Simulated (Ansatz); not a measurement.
Start from Ti in the hcp (Mg type) structure (space group P6_3/mmc, No. 194; a = 2.936 Å, c = 4.640 Å; relaxed with 0.1 eV smearing). Axes: x lies along a and z along c of the hexagonal cell.

Computed with Kohn–Sham DFT with the r2SCAN functional, run in Ansatz (a first-principles code) with PAW and 500 eV plane waves, no spin-orbit coupling.

For the base:

The pressure comes out as 0.0 GPa and the shortest interatomic distance comes out as 2.874 Å. The band gap is zero.

The change: uniaxial strain ε_xx = +0.50 %, all other strain components held at zero, atoms relaxed at fixed cell.

Task: How does this affect the pressure?

Result: The pressure (mean of the normal stresses, compression positive) goes from zero to -0.6 GPa.

Task: What does the calculation give for the energy relative to the base after the change?

Result: The energy hardly moves.

Task: How does this affect the shortest interatomic distance?

Result: The shortest interatomic distance stays 2.874 Å.

Task: Predict the new band gap.

Result: The band gap remains zero.

No phonon test of stability was made. The final runs are not spin-polarised.
